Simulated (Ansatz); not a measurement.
**InAs (model structure, started from the h-BN type, P6₃/mmc, No. 194, 4 atoms in the cell): lattice parameter a by level of theory**

No measured value is used here.

```csv
level (code),value (Å)
PBE (Ansatz),4.716
PBEsol (Ansatz),4.649
PBE-D3(BJ) (Ansatz),4.654
```

Ansatz's density-functional and Hartree–Fock values are scalar-relativistic unless marked +SOC, with PAW data made under PBE.

A model structure was made by putting elements into a prototype or built by hand; it is no filed structure, need not be a known phase, and can be a saddle point held by its symmetry.

Ansatz is an electronic-structure program.
